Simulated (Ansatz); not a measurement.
# Au, element substitutions

Consider Au in the fcc (Cu type) structure (space group Fm-3m, No. 225).

```yaml
crystal:
  lattice:
    - [0.00000, 2.04172, 2.04172]
    - [2.04172, 0.00000, 2.04172]
    - [2.04172, 2.04172, 0.00000]
  atoms:
    - { symbol: Au, position: [0.00000, 0.00000, 0.00000] }
```

Each row replaces one element on all its sites; cell and atoms are relaxed.

All numbers come from DFT with PBEsol, PAW potentials and a 420 eV plane-wave cutoff in Ansatz (a program for electronic structure), no spin-orbit coupling.

| case | shortest interatomic distance | density |
|---|---|---|
| base | 5.456 bohr | 19.21 g/cm³ |
| Au → Cu | 4.762 bohr | 9.33 g/cm³ |
| Au → As | 5.602 bohr | 6.75 g/cm³ |
| Au → Pt | 5.236 bohr | 21.54 g/cm³ |

No phonon test of stability was made. As relaxed here, As is a hypothetical phase, not in the database extracts checked. All final runs are without spin polarisation.
